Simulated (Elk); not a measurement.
Elk run on MgPd3 (Pm-3m, 4 atoms in the cell): self-consistent single point.

Method of the run: LDA (PW92), all-electron FP-LAPW, Elk's shipped species files, LAPW+lo basis (Elk).

```
MgPd3
1.0
    3.96476     0.00000     0.00000
    0.00000     3.96476     0.00000
    0.00000     0.00000     3.96476
Mg Pd
1 3
Cartesian
  0.00000   0.00000   0.00000
  0.00000   1.98238   1.98238
  1.98238   0.00000   1.98238
  1.98238   1.98238   0.00000
```

Reference input (self-consistent single point, DFT, PBEsol, all-electron FP-LAPW, Elk's shipped species files, LAPW+lo basis): xctype = 22; rgkmax = 8; swidth = 0.00367493 Ha; ngridk = 7 7 7; gmaxvr = 14 1/bohr; nxoapwlo = 1; rmtscf = 0.96; maxscl = 100. This run's input differs from it in these lines:

```diff
@@ -2,5 +2,2 @@
   0
-
-xctype
-  22
```

The program printed (abridged):

```
│ Self-consistent loop started │
│ Loop number : 1 │
 total energy                :     -15276.5402155
│ Loop number : 2 │
 total energy                :     -15279.0164262
RMS change in Kohn-Sham potential (target) :   0.4231348392     (  0.1000000000E-05)
Absolute change in total energy (target)   :    2.476210701     (  0.1000000000E-03)
│ Loop number : 3 │
 total energy                :     -15308.2087368
RMS change in Kohn-Sham potential (target) :   0.1893553752     (  0.1000000000E-05)
Absolute change in total energy (target)   :    29.81136320     (  0.1000000000E-03)
│ Loop number : 4 │
   [... lines left out ...]
Absolute change in total energy (target)   :   0.1884431076E-02 (  0.1000000000E-03)
│ Loop number : 14 │
 total energy                :     -15326.5818067
RMS change in Kohn-Sham potential (target) :   0.1850775470E-06 (  0.1000000000E-05)
Absolute change in total energy (target)   :   0.3145330738E-03 (  0.1000000000E-03)
│ Loop number : 15 │
 total energy                :     -15326.5817875
RMS change in Kohn-Sham potential (target) :   0.3450658853E-07 (  0.1000000000E-05)
Absolute change in total energy (target)   :   0.5945068187E-04 (  0.1000000000E-03)
Convergence targets achieved

│ Loop number : 16 │

Energies :
 Fermi                       :     0.264901026806
 total energy                :     -15326.5817945

Density of states at Fermi energy :    107.3630984
 (states/Hartree/unit cell)

Estimated indirect band gap :   0.5604499271E-03
 from k-point     12 to k-point     17
Estimated direct band gap   :   0.1299350829E-01
 at k-point      1

Charges :
 core                        :    86.00000000
 valence                     :    64.00000000
 interstitial                :    4.967290703
 muffin-tins (core leakage)
  species :    1 (Mg)
   atom    1                 :    10.45239602     (   0.000000000    )
  species :    2 (Pd)
   atom    1                 :    44.86010443     (  0.1029862062E-07)
   atom    2                 :    44.86010443     (  0.1029862062E-07)
   atom    3                 :    44.86010443     (  0.1029862062E-07)
 total in muffin-tins        :    145.0327093
 total calculated charge     :    150.0210412
 total charge                :    150.0000000
 error                       :   0.2104117272E-01

│ Self-consistent loop stopped │
```

The run converged in 16 iterations. The count includes the last loop, which Elk runs after its targets are met. 

The starting cell comes from a database of computed structures (which also holds hypothetical and non-ambient phases and stackings), without a prior relaxation at this level. Its lattice was rescaled by a random factor within 2.5 % of one. Spin polarisation is off. Values depend on the basis (sphere radii, cutoffs, local orbitals), which need not be converged. The log's line on a gap gives a spacing of levels on this mesh, which the program prints for metals too.

Cost on one core of a shared machine: roughly 40 s.
